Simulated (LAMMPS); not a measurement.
An MD run on a melt made from SiC (zinc blende), 1000 atoms, at 3770 K and 2 GPa, brought to that temperature within a few picoseconds.

Level of theory: classical MD, pair style gw, file SiC.gw, run in LAMMPS.

Question: Estimate the state found, the volume per atom, the mean frequency of the vibrational (phonon) density of states, the coordination number of C by Si, the self-diffusion coefficient of Si (not corrected for cell size) for this model.

Answer: state found: liquid; volume per atom: 11.83 ± 0.02 Å³/atom; mean frequency of the vibrational (phonon) density of states: 16.3 THz; coordination number of C by Si: 3.61 (counted to 2.46 Å); self-diffusion coefficient of Si (not corrected for cell size): (4.3 ± 0.1) × 10^-5 cm²/s.

Caution: at ambient pressure real SiC sublimes or decomposes before or as it melts, so this liquid is the model's. Caution: a run this short can hold a crystal over, or a liquid under, the potential's own melting point, which these runs don't give.
